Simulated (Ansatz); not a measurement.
The starting structures come from a database of crystals and need not be the phases stable at ambient conditions.

Tunnelling through a barrier is set by its complex band structure: the current falls as exp(−2κd) with the smallest κ.

Given:

```
CELL_PARAMETERS angstrom
      6.48864     0.00000     0.00000
      3.24432     7.54331     0.00000
      0.00000     1.46247     5.27303
ATOMIC_POSITIONS crystal
  Na 0.68850 0.46120 0.01780
  Na 0.14970 0.53880 0.98220
  H  0.66260 0.81780 0.75880
  H  0.48040 0.18220 0.24120
  H  0.68430 0.79280 0.05360
  H  0.47710 0.20720 0.94640
  S  0.02550 0.95180 0.34550
  S  0.97730 0.04820 0.65450
  S  0.36480 0.73180 0.41790
  S  0.09660 0.26820 0.58210
  O  0.52780 0.81680 0.38590
  O  0.34460 0.18320 0.61410
  O  0.35870 0.64180 0.21860
  O  0.00050 0.35820 0.78140
  O  0.38310 0.61720 0.67620
  O  0.00030 0.38280 0.32380
  O  0.75890 0.74140 0.91710
  O  0.50030 0.25860 0.08290
```

Space group of this cell: C2. The cell is taken as given; by r2SCAN its mean pressure is -2.7 GPa.

Transport runs along the normal of the first two printed cell vectors.

The gap is the functional's own. No spin-orbit coupling. Mid-gap values are interpolated on the energy grid.

Compute, with r2SCAN in Ansatz (a quantum-chemistry and plane-wave program), the band gap and the smallest decay constant κ at mid-gap.

Gap 4.08 eV on a 6×6×6 mesh; κ = 0.353 1/Å, at (-0.333, 0.250) of the in-plane reciprocal vectors. At the zone centre, at the nearest computed energy, the slowest state has κ = 0.36 1/Å.
